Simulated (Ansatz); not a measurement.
A periodic model of amorphous Si₂₄C₄₀:

```yaml
crystal:
  lattice:
    - [8.80019, -0.15426, 0.57818]
    - [-0.15426, 9.27117, -0.36283]
    - [0.57818, -0.36283, 8.88073]
  atoms:
    - { symbol: Si, position: [0.88274, 0.19515, 0.16042] }
    - { symbol: Si, position: [0.08171, 0.44088, 0.38135] }
    - { symbol: Si, position: [0.49663, 0.72311, 0.66596] }
    - { symbol: Si, position: [0.01042, 0.78128, 0.66799] }
    - { symbol: Si, position: [0.70779, 0.45552, 0.04933] }
    - { symbol: Si, position: [0.72123, 0.92275, 0.53338] }
    - { symbol: Si, position: [0.53362, 0.28561, 0.95828] }
    - { symbol: Si, position: [0.47867, 0.24368, 0.60742] }
    - { symbol: Si, position: [0.46798, 0.20575, 0.24007] }
    - { symbol: Si, position: [0.68595, 0.50049, 0.74038] }
    - { symbol: Si, position: [0.34634, 0.51125, 0.89111] }
    - { symbol: Si, position: [0.62825, 0.93205, 0.90597] }
    - { symbol: Si, position: [0.85157, 0.30010, 0.68582] }
    - { symbol: Si, position: [0.31641, 0.10467, 0.01591] }
    - { symbol: Si, position: [0.41732, 0.95394, 0.45606] }
    - { symbol: Si, position: [0.08513, 0.38440, 0.93825] }
    - { symbol: Si, position: [0.95762, 0.05539, 0.76054] }
    - { symbol: Si, position: [0.89066, 0.72873, 0.94772] }
    - { symbol: Si, position: [0.21636, 0.47736, 0.59685] }
    - { symbol: Si, position: [0.57907, 0.51202, 0.43623] }
    - { symbol: Si, position: [0.57409, 0.74015, 0.21381] }
    - { symbol: Si, position: [0.24625, 0.81363, 0.90298] }
    - { symbol: Si, position: [0.33509, 0.65893, 0.32327] }
    - { symbol: Si, position: [0.24980, 0.02379, 0.77494] }
    - { symbol: C, position: [0.09203, 0.79187, 0.46988] }
    - { symbol: C, position: [0.21665, 0.96825, 0.29826] }
    - { symbol: C, position: [0.68754, 0.62743, 0.58513] }
    - { symbol: C, position: [0.07584, 0.23470, 0.39211] }
    - { symbol: C, position: [0.23293, 0.84522, 0.38645] }
    - { symbol: C, position: [0.15349, 0.53162, 0.80533] }
    - { symbol: C, position: [0.84397, 0.93148, 0.91898] }
    - { symbol: C, position: [0.66998, 0.56200, 0.23993] }
    - { symbol: C, position: [0.71051, 0.61786, 0.92202] }
    - { symbol: C, position: [0.88434, 0.33196, 0.01238] }
    - { symbol: C, position: [0.60777, 0.30121, 0.41671] }
    - { symbol: C, position: [0.82475, 0.74112, 0.55924] }
    - { symbol: C, position: [0.94741, 0.25138, 0.85014] }
    - { symbol: C, position: [0.05159, 0.15420, 0.25032] }
    - { symbol: C, position: [0.26364, 0.42796, 0.08446] }
    - { symbol: C, position: [0.38524, 0.60036, 0.51919] }
    - { symbol: C, position: [0.89942, 0.00414, 0.05620] }
    - { symbol: C, position: [0.53337, 0.09161, 0.02160] }
    - { symbol: C, position: [0.50022, 0.38014, 0.78141] }
    - { symbol: C, position: [0.09303, 0.00961, 0.22599] }
    - { symbol: C, position: [0.28474, 0.28658, 0.56210] }
    - { symbol: C, position: [0.92277, 0.69120, 0.27079] }
    - { symbol: C, position: [0.82999, 0.55417, 0.27718] }
    - { symbol: C, position: [0.90476, 0.22297, 0.48433] }
    - { symbol: C, position: [0.84824, 0.09518, 0.58159] }
    - { symbol: C, position: [0.22167, 0.20134, 0.45164] }
    - { symbol: C, position: [0.34877, 0.29471, 0.10061] }
    - { symbol: C, position: [0.94186, 0.77154, 0.14609] }
    - { symbol: C, position: [0.95268, 0.74039, 0.42399] }
    - { symbol: C, position: [0.79315, 0.29034, 0.37042] }
    - { symbol: C, position: [0.42982, 0.69673, 0.89066] }
    - { symbol: C, position: [0.56191, 0.92745, 0.70094] }
    - { symbol: C, position: [0.31698, 0.08819, 0.35719] }
    - { symbol: C, position: [0.60161, 0.88399, 0.37148] }
    - { symbol: C, position: [0.22340, 0.51373, 0.23266] }
    - { symbol: C, position: [0.44663, 0.03776, 0.65358] }
    - { symbol: C, position: [0.08468, 0.68662, 0.82925] }
    - { symbol: C, position: [0.87835, 0.43637, 0.34146] }
    - { symbol: C, position: [0.99035, 0.92210, 0.13711] }
    - { symbol: C, position: [0.57638, 0.73647, 0.97300] }
```

Methods: PBE, scalar-relativistic without spin-orbit coupling (Ansatz, a quantum-chemistry and plane-wave program); r2SCAN, scalar-relativistic without spin-orbit coupling (Ansatz). Neutral PBE cell, which sets geometry, pressure and energy: sampling: a 2×2×2 Γ-centred mesh; Fermi-Dirac width 0.05 eV; no spin polarisation.

A CHGNet melt-quench gave the starting glass, which DFT then relaxed. The hot cell started wider than the set density and was brought back towards it in steps. It is the lowest in DFT energy of 2 quenches. It is a model cell: composition and starting density were chosen by hand, and all elements were melted together. No dispersion term was used. A short ab initio anneal came between quench and relaxation. Its density started from a set value of 2.66 and ended at 2.66 g/cm³. The simulated quench (nominally 210 K/ps over its main leg) is rapid and tends to freeze in more defects than a deposited or slowly cooled glass has. One small periodic cell is one sample of the glass; other quenches scatter about these values. The volume was held where the preparation left it and the shape relaxed. Cycles of charging lowered its energy after that relaxation.

Give the pressure, the energy against reference phases and the spacing of the highest filled and lowest empty levels.


```yaml
Pressure on a 2×2×2 Γ-centred mesh: -5.32 GPa
Largest force and stress component on that mesh (the relaxation ran on one k-point at (1/4, 1/4, 1/4)): 0.29 eV/Å and 6.9 GPa
Energy relative to 6H silicon carbide + graphite (lowest mix at this level among the phases computed, not always the ambient ones): 0.685 eV/atom
Gap on a 2×2×2 Γ-centred mesh (PBE): 0.17 eV
Gap at the zone centre (PBE): 0.31 eV
Level spacing at the Fermi energy at the zone centre (r2SCAN, a state with unpaired spins): 0.31 eV
Distance between the nearest levels spread over more than a fifth of the atoms or a third of the atoms of their main element (six at least) (PBE, zone centre): 0.31 eV
```

At PBE and the zone centre, how localised are the states just below and above the Fermi level (participation number: the atoms over which a state spreads)?

The highest filled state is spread over 22.9 atoms' worth, largest on Si22, with weights by element (charge in smoothed Voronoi cells) C 0.58, Si 0.42. The lowest empty state is spread over 24.2 atoms' worth, largest on Si4, with weights by element (charge in smoothed Voronoi cells) C 0.62, Si 0.38.

So small a spacing is near the smearing width and the bands' dispersion over the mesh, so it is a value of this cell and mesh.

Cut-offs for bonds: Si-Si 2.66 Å, Si-C 2.28 Å, C-C 1.82 Å.

Ahead of the cycles of charging, a PBE run started with 1 μB on atoms that lack a bond or may hold spare charge lost its moments; other starts weren't tried.
